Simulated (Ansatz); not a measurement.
Given:

```xyz
2
Lattice="0.0000 2.1315 2.2106 2.1315 0.0000 2.2106 2.1315 2.1315 0.0000" Properties=species:S:1:pos:R:3 pbc="T T T"
Si     0.0000     0.0000     0.0000
C      1.0657     1.0657     1.1053
```

These are HSE06, rigid bands (plane waves, PAW, scalar-relativistic; Ansatz, an electronic-structure program) values and carry that method's errors. Condition of this run: biaxial stress in (001) of 10 GPa (compression positive) (the target of the relaxation). Cell: cell and atoms relaxed with PBEsol, then loaded as said.

What conductivity effective mass do dilute electrons have at 300 K?

0.33 (x), 0.33 (y), 0.24 (z) mₑ.

What conductivity effective mass do dilute holes have at 300 K?

0.50 (x), 0.50 (y), 0.66 (z) mₑ.

And the band gap?

2.01 eV at this level.

Rigid bands, one relaxation time for all states, no polarons. Spin-orbit coupling is left out; where it splits the top of the valence band it changes the hole mass and lowers the gap by about a third of the splitting. Geometry: cell and atoms relaxed with PBEsol.
